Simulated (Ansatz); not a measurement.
Data:

```xyz
2
Lattice="0.0000 2.9929 2.9929 2.9929 0.0000 2.9929 2.9929 2.9929 0.0000" Properties=species:S:1:pos:R:3 pbc="T T T"
Ca     0.0000     0.0000     0.0000
Se     2.9929     2.9929     2.9929
```

No spin polarisation.

Calculations: plane-wave PAW DFT at the PBEsol level (Ansatz, an electronic-structure program, 420 eV), spin-orbit coupling left out. Settings: 10×10×10 k-points, 0.05 eV Fermi–Dirac smearing.

Q: What is the computed gap character?

A: Indirect, Γ → X.

Q: Estimate the electron mass.

A: 1.4 mₑ along k, 0.29 mₑ across (at X).

The cells carry an imposed strain or load. Masses are band curvatures over ±0.01 Å⁻¹ around the edge. Along k means along the line from Γ to the band edge. No phonon test of stability was made. The cell was made from CaSe in the rock salt structure (space group Fm-3m, No. 225) by this change: isotropic strain +2.00 %.
